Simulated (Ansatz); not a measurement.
Given:

```xyz
2
Lattice="0.0000 2.8582 2.8582 2.8582 0.0000 2.8582 2.8582 2.8582 0.0000" Properties=species:S:1:pos:R:3 pbc="T T T"
Be     0.0000     0.0000     0.0000
Te     1.4291     1.4291     1.4291
```

No spin polarisation.

All numbers come from PBEsol (Ansatz, a quantum-chemistry and plane-wave program; PAW; 420 eV plane waves; no spin-orbit coupling). k-mesh 10×10×10 (Γ-centred); smearing 0.05 eV (Fermi–Dirac).

Question: Predict the electron mass.

Answer: 1.6 mₑ along k, 0.26 mₑ across (at X).

Question: What is the computed band gap?

Answer: 1.98 eV.

Question: Predict the hole mass (degenerate bands, along [100]).

Answer: 0.19, 0.37, 0.37 mₑ (at Γ).

With Te present, leaving out spin-orbit coupling can change the band edges. The cells carry an imposed strain or load. Masses are band curvatures over ±0.01 Å⁻¹ around the edge. Along k means along the line from Γ to the band edge. Whether these cells are dynamically stable was not tested. The cell was made from BeTe in the zinc blende structure (space group F-43m, No. 216) by this change: isotropic strain +2.00 %.
